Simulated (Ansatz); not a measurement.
System: L1₂ (Cu3Au-type) Ni₃Al. Method: PBE0 (plane waves, PAW; Ansatz, a program for electronic structure).

Run with plane-wave cutoff 460 eV, 8×8×8 k mesh, Fermi–Dirac smearing 0.05 eV, spin-polarised with parallel moments, scalar-relativistic PAW data made under PBE.

Results at a series of volumes:

```tsv
V (Å³/atom)	E − E_lowest (meV/atom)	P (GPa)
10.517	17.72	11.09
10.793	3.70	5.23
10.950	0.00	2.25
11.347	2.27	-3.92
11.624	12.35	-7.70
```

**Question.** What bulk modulus B0 and pressure derivative B′ does a third-order Birch–Murnaghan fit give?

**Answer.** V0 = 11.088 Å³/atom, B0 = 183 GPa, B′ = 5.3 (fit to the energies at full precision).

Measured, for comparison: bulk modulus 174 GPa (temperature not stated, no zero-point or thermal correction; as tabulated in Zarkevich et al. (2023), arXiv:2304.06869); equilibrium volume per atom 11.39 Å³/atom (temperature not stated, no zero-point or thermal correction; as tabulated in Tensorial elastic properties and stability of interface states associated with …). Computed (rounded) less measured: bulk modulus +5 %, equilibrium volume per atom -2.6 %. A static lattice is as a rule a little smaller and stiffer than an uncorrected measurement, which narrows the difference in the bulk modulus and would widen misses of the other sign.

The computed numbers hold no vibrational or temperature effects.
